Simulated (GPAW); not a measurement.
```yaml
crystal:
  lattice:
    - [3.79959, 0.00000, 0.00000]
    - [-1.89979, 3.29054, 0.00000]
    - [0.00000, 0.00000, 17.09974]
  atoms:
    - { symbol: Sn, position: [0.00000, 0.00000, 0.50000] }
    - { symbol: Se, position: [0.33333, 0.66667, 0.59064] }
    - { symbol: Se, position: [0.66667, 0.33333, 0.40936] }
```

Method of the run: PBE, GPAW PAW datasets PBE (gpaw-data 1.0.1) (plane waves; GPAW).

The set-up and first iterations of a GPAW log for a sheet of SnSe2 (3 atoms in the cell):

```
Input parameters:
  convergence: {density: 1e-05,
                energy: 1e-05}
  kpts: [7 7 1]
  maxiter: 120
  mode: {ecut: 600.0,
         name: pw}
  nbands: -9
  occupations: {fixmagmom: False,
                name: fermi-dirac,
                width: 0.1}
  symmetry: {symmorphic: False,
             tolerance: 0.0005}
  xc: PBE

species:
  Sn:
    name: Tin
    Z: 50.0
    valence: 14
    core: 36
    charge: 0.0
    file: Sn.PBE.gz

    # Using partial waves for Sn as LCAO basis

  Se:
    name: Selenium
    Z: 34.0
    valence: 6
    core: 28
    charge: 0.0
    file: Se.PBE.gz

    # Using partial waves for Se as LCAO basis

Reference energy: -300217.757568  # eV

Spin-paired calculation

Convergence criteria:
 Maximum [total energy] change in last 3 cyles: 1e-05 eV / valence electron
 Maximum integral of absolute [dens]ity change: 1e-05 electrons / valence electron
   [... lines left out ...]
  width: 0.1000  # eV

Eigensolver

Densities:
  Coarse grid: 24*24*98 grid
  Fine grid: 48*48*196 grid
  Total Charge: 0.000000

Density mixing:
  Method: separate
  Backend: pulay
  Linear mixing parameter: 0.05
  old densities: 5
  Damping of long wavelength oscillations: 50

Hamiltonian:
  XC and Coulomb potentials evaluated on a 48*48*196 grid
  External potential:
    NoExternalPotential

XC parameters: PBE with 2 nearest neighbor stencil

Number of atoms: 3
Number of atomic orbitals: 17
Number of bands in calculation: 22
Number of valence electrons: 26
Bands to converge: occupied

Density initialized from atomic densities
  17 bands from LCAO basis set
  5 bands from random numbers

Atomic positions and initial magnetic moments

Positions:
   0 Sn     0.000000    0.000000    8.549868    ( 0.0000,  0.0000,  0.0000)
   1 Se    -0.000002    2.193694   10.099737    ( 0.0000,  0.0000,  0.0000)
   2 Se     1.899796    1.096846    6.999999    ( 0.0000,  0.0000,  0.0000)

Unit cell:
           periodic     x           y           z      points  spacing
  1. axis:    yes    3.799588    0.000000    0.000000    24     0.1371
  2. axis:    yes   -1.899794    3.290540    0.000000    24     0.1371
  3. axis:    yes    0.000000    0.000000   17.099736    98     0.1745

  Lengths:   3.799588   3.799588  17.099736
  Angles:   90.000000  90.000000 119.999998

Effective grid spacing dv^(1/3) = 0.1559
     iter     time        total  log10-change:
                         energy   eigst   dens
iter:   1 --:--:--   -12.230506
iter:   2 --:--:--   -12.194106   -1.32  -1.19
iter:   3 --:--:--   -12.019066   -1.77  -1.23
iter:   4 --:--:--   -12.049827   -2.20  -1.50
iter:   5 --:--:--   -12.025566   -2.58  -1.69
iter:   6 --:--:--   -12.017078   -3.09  -2.00
iter:   7 --:--:--   -12.010719   -3.48  -2.18
iter:   8 --:--:--   -12.010766   -4.41  -2.98
iter:   9 --:--:--   -12.010714c  -4.98  -3.08
iter:  10 --:--:--   -12.010744c  -5.14  -3.18
iter:  11 --:--:--   -12.010735c  -5.75  -3.70
iter:  12 --:--:--   -12.010735c  -6.41  -3.87
iter:  13 --:--:--   -12.010734c  -6.84  -3.76
iter:  14 --:--:--   -12.010735c  -6.74  -3.80
iter:  15 --:--:--   -12.010736c  -7.39  -3.88
iter:  16 --:--:--   -12.010735c  -7.49c -3.88
iter:  17 --:--:--   -12.010735c  -7.20  -3.89
iter:  18 --:--:--   -12.010734c  -6.67  -3.94
```

**Question.** Will this run converge, and how will it end?

**Answer.** The run converged in 27 iterations. Convergence of the loop says nothing yet on basis, mesh or lower states. It ends on: free energy E − TS (from the program's reference atoms) -12.0119 eV; pressure averaged over the cell with its vacuum 1.47 GPa; largest force (vector length) 0.653 eV/Å. The log goes on:

```
iter:  19 --:--:--   -12.010737c  -7.09  -4.31
iter:  20 --:--:--   -12.010737c  -7.53c -4.42
iter:  21 --:--:--   -12.010737c  -8.14c -4.31
iter:  22 --:--:--   -12.010737c  -8.06c -4.37
iter:  23 --:--:--   -12.010736c  -9.14c -4.41
iter:  24 --:--:--   -12.010736c  -8.79c -4.46
iter:  25 --:--:--   -12.010736c  -9.05c -4.54
iter:  26 --:--:--   -12.010735c  -7.80c -4.65
iter:  27 --:--:--   -12.010735c  -8.88c -5.03c
Converged after 27 iterations.

Dipole moment: (0.000000, 0.000000, -0.000000) |e|*Ang

Energy contributions relative to reference atoms: (reference = -300217.757568)

Kinetic:        +28.236787
Potential:      -25.657925
External:        +0.000000
XC:             -14.487677
Entropy (-ST):   -0.002367
Local:           -0.100736
SIC:             +0.000000
--------------------------
Free energy:    -12.011918
Extrapolated:   -12.010735

Showing only first 2 kpts
 Kpt  Band  Eigenvalues  Occupancy
  0    11     -2.14686    1.99627
  0    12     -2.14686    1.99627
  0    13     -0.28022    0.00001
  0    14      1.07966    0.00000

  1    11     -2.97048    2.00000
  1    12     -2.04402    1.98960
  1    13      0.40034    0.00000
  1    14      1.82924    0.00000

Fermi level: -1.51867

Gap: 1.013 eV
Transition (v -> c):
  (s=0, k=1, n=12, [0.14, 0.00, 0.00]) -> (s=0, k=5, n=13, [0.43, 0.00, 0.00])
Direct/indirect transitions are different
Direct gap: 1.316 eV
Transition at: (s=0, k=5, n=12, [0.43, 0.00, 0.00])
Energy (eV): -12.010735

Forces in eV/Ang:
  0 Sn    0.00000   -0.00000    0.00000
  1 Se    0.00000    0.00000    0.65274
  2 Se    0.00000   -0.00000   -0.65274

Stress tensor:
    -0.009015     0.000000     0.000000
     0.000000    -0.009015    -0.000000
     0.000000    -0.000000    -0.009416
Stress (GPa, Voigt): [-1.4444 -1.4444 -1.5086 -0.      0.      0.    ]
```

For comparison: a first run was changed to give this one (lattice scaled in the plane by 0.985), and from it to this one the free energy rises by 13.2 meV/atom and the largest force goes from 0.434 to 0.653 eV/Å.

The starting cell was generated: these elements placed on a structure prototype, without a prior relaxation; it need not be a known phase or ordering of this composition. Its lattice was rescaled in the plane by a random factor within 2.5 % of one. For this run, on top of that: lattice scaled in the plane by 0.985. The log's line on a gap gives a spacing of levels on this mesh, which the program prints for metals too.

The run was DFT PBE, plane waves, GPAW PAW datasets PBE (gpaw-data 1.0.1). Main settings of its input:

| setting | value |
|---|---|
| mode | pw |
| ecut | 600 eV |
| xc | PBE |
| kpts | 7 7 1 |
| mesh shift (steps) | 0 0 0 |
| occupations.name | fermi-dirac |
| occupations.width | 0.1 eV |
| nbands | -9 |
| convergence.density | 1e-05 e/electron |
| convergence.energy | 1e-05 eV/electron |
| symmetry.symmorphic | false |
| symmetry.tolerance | 0.0005 |
